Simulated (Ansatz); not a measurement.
# MgTe, response to strain

Take MgTe in the zinc blende structure (space group F-43m, No. 216) as the base.

```
MgTe
1.0
    0.00000     3.25469     3.25469
    3.25469     0.00000     3.25469
    3.25469     3.25469     0.00000
Mg Te
1 1
Direct
  0.00000   0.00000   0.00000
  0.25000   0.25000   0.25000
```

Strains are applied to the cell and any free atomic positions relax.

Level of theory: Ansatz (a program for electronic structure) PBE, no spin-orbit coupling.

```json
[
 {"isotropic strain (%)": "-3", "pressure (GPa)": "3.7"},
 {"isotropic strain (%)": "-2.5", "pressure (GPa)": "?"},
 {"isotropic strain (%)": "-2", "pressure (GPa)": "2.3"},
 {"isotropic strain (%)": "-1", "pressure (GPa)": "1.1"},
 {"isotropic strain (%)": "-0.5", "pressure (GPa)": "0.5"},
 {"isotropic strain (%)": "0", "pressure (GPa)": "0.0"},
 {"isotropic strain (%)": "0.5", "pressure (GPa)": "-0.5"},
 {"isotropic strain (%)": "2", "pressure (GPa)": "-1.8"},
 {"isotropic strain (%)": "2.5", "pressure (GPa)": "-2.2"}
]
```

Question: Fit P = P₀ − Bδ + Cδ² with δ = (1 + ε)³ − 1 to the rows shown and predict the withheld row.

Answer: Least squares on the printed values gives P₀ = 0.0 GPa, B = 34.8 GPa, C = 86.1 GPa (largest residual 0.0 GPa); this predicts 3.0 GPa, and the run gives 3.0 GPa, in agreement.

No phonon test of stability was made.
